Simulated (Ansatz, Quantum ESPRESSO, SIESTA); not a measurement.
**Code comparison for TiClO (P1, 6 atoms in the cell)**

Self-consistent single point, at a second geometry (atoms moved at random). First geometry:

```xyz
6
Lattice="3.2689 0.0000 0.0000 0.0000 3.9745 0.0000 0.0000 0.0000 8.2096" Properties=species:S:1:pos:R:3 pbc="T T T"
Ti     1.6345     0.0000     0.8445
Ti     0.0000     1.9872     7.3651
Cl     1.6345     1.9872     5.5913
Cl     0.0000     0.0000     2.6183
O      0.0000     0.0000     7.6985
O      1.6345     1.9872     0.5110
```
Moments meant for the start (each program seeds them in its own way; μB, in the order of the atoms Ti Ti Cl Cl O O): 1.0 1.0 0.0 0.0 0.0 0.0.

Second geometry:
```
CELL_PARAMETERS angstrom
      3.26893     0.00000     0.00000
      0.00000     3.97448     0.00000
      0.00000     0.00000     8.20957
ATOMIC_POSITIONS crystal
  Ti 0.50443 0.01238 0.10534
  Ti 0.99021 0.51116 0.89724
  Cl 0.51574 0.49850 0.68782
  Cl 0.01714 0.97600 0.31567
  O  0.98848 0.00097 0.93843
  O  0.48401 0.50098 0.05549
```
Moments meant for the start (each program seeds them in its own way; μB, in the order of the atoms Ti Ti Cl Cl O O): 1.0 1.0 0.0 0.0 0.0 0.0.

Shared settings, as Ansatz (a first-principles code) writes them: kpoints.mp_grid.grid = 5 5 2; scf.occupations.method = fermi_dirac; scf.occupations.width = 0.136 eV. Potentials and cutoffs stand in the table.

```csv
code,model,ΔF from the first geometry (meV/atom),pressure (GPa),largest force (eV/Å),size of the net moment (μB/atom),cutoff
Quantum ESPRESSO,"PBEsol, PseudoDojo standard norm-conserving (PBESOL) pseudopotentials",11.2,-2.42,0.902,0.28,85 Ry
SIESTA,"GGA PBEsol, numerical atomic orbitals DZP, PseudoDojo PBEsol standard norm-conserving potentials (rewritten from UPF to PSML)",12.3,-4.03,0.929,0.28,grid 350 Ry
Ansatz,"PBEsol, PAW files made with PBE",12.2,-2.62,0.941,0.24,420 eV
```

Size of the force on each atom (eV/Å): Sizes of forces hide their directions.

```
code                Ti1    Ti2    Cl3    Cl4     O5     O6
----------------  -----  -----  -----  -----  -----  -----
Quantum ESPRESSO  0.902  0.890  0.579  0.311  0.395  0.383
SIESTA            0.929  0.885  0.687  0.379  0.475  0.357
Ansatz            0.934  0.941  0.577  0.314  0.417  0.422
```

On Ansatz's run: the magnetic order is the one reached from the typed start; others were not searched systematically.

The spread over the programs that give each value: ΔF from the first geometry within 1.1 meV/atom; pressure within 1.61 GPa; largest force within 0.039 eV/Å; size of the net moment within 0.04 μB/atom.

SIESTA uses small atom-centred bases, whose incompleteness enters pressures, forces and empty levels differently from a plane-wave cutoff. Ansatz's pressure is given at a fixed set of plane waves, as the other plane-wave codes print theirs; with its correction for the finite basis it is -2.45 GPa. In the pressure, SIESTA (by 1.51) lies more than 1 GPa from the median of the plane-wave programs. In the force vectors, SIESTA (by 0.180) lies more than 0.08 eV/Å from the median of the plane-wave programs.

The shared mesh is coarse (it stands for a supercell whose shortest vector is 16 Å), so the values are not converged in it.

The starting cell comes from a database of computed structures (which also holds hypothetical and non-ambient phases and stackings), without a prior relaxation at this level. For this run, on top of that: atoms moved at random.

Left out of this page: GPAW (failed or unconverged).

Keys are those of Ansatz 0.2.
